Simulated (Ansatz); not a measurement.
## What isotropic strain +1.20 % does to ZnO

The reference is ZnO in the wurtzite structure (space group P6_3mc, No. 186; a = 3.230 Å, c = 5.214 Å).

One thing is altered: an isotropic linear strain of +1.20 %, atoms relaxed at fixed cell.

Method: Ansatz (a quantum-chemistry and plane-wave program), PBEsol, PAW, cutoff 420 eV, without spin-orbit coupling. Settings: 12×12×7 k-points, 0.05 eV Fermi–Dirac smearing.

```csv
quantity,base,changed,shift
space group,P6_3mc (No. 186),P6_3mc (No. 186),–
shortest interatomic distance,1.969 Å,1.992 Å,+0.0236 Å
energy relative to the base (free energy F),0 meV/atom,+6.6 meV/atom,+6.6 meV/atom
"pressure (mean of the normal stresses, compression positive)",0.00 GPa,-4.79 GPa,-4.79 GPa
band gap,0.70 eV,0.65 eV,-0.05 eV
gap character,direct at Γ,direct at Γ,–
mean gap deformation potential ΔEg/Δln V,–,-1.4 eV,–
width of the top valence band,1.83 eV,1.75 eV,-0.08 eV
electron mass,0.13 mₑ (at Γ),0.12 mₑ (at Γ),–
"valence-band top at Γ (three highest levels, from the VBM)","0.00, 0.00, -0.10 eV","0.00, 0.00, -0.08 eV",–
```

Masses are band curvatures over ±0.01 Å⁻¹ around the edge. No phonon test of stability was made.
